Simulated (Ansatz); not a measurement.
The starting structures come from a database of crystals and need not be the phases stable at ambient conditions.

Inside the gap of an insulator the Bloch states are evanescent, with a wavenumber k + iκ along the transport direction.

Here is the system:

```yaml
crystal:
  lattice:
    - [3.68080, 0.00000, 0.00000]
    - [0.00000, 4.35549, 0.00000]
    - [0.00000, 0.00000, 10.65779]
  atoms:
    - { symbol: Ge, position: [0.75000, 0.63507, 0.87553] }
    - { symbol: Ge, position: [0.25000, 0.36493, 0.12447] }
    - { symbol: Ge, position: [0.25000, 0.13507, 0.62447] }
    - { symbol: Ge, position: [0.75000, 0.86493, 0.37553] }
    - { symbol: S, position: [0.75000, 0.50515, 0.65063] }
    - { symbol: S, position: [0.25000, 0.49485, 0.34937] }
    - { symbol: S, position: [0.25000, 0.00515, 0.84937] }
    - { symbol: S, position: [0.75000, 0.99485, 0.15063] }
```

Space group of this cell: Pnma. The cell was relaxed by PBE-D3(BJ); by PBEsol its mean pressure is -2.7 GPa.

Transport runs along the normal of the first two printed cell vectors.

The gap is the functional's own, uncorrected, and κ follows it; spin-orbit coupling is left out. Mid-gap values are interpolated between the computed energies.

**Question.** Estimate the band gap and the smallest decay constant κ at mid-gap that PBEsol run with Ansatz (a quantum-chemistry and plane-wave program) returns for this system.

**Answer.** Gap 1.19 eV on a 8×8×4 mesh; κ = 0.105 1/Å, at the zone centre.
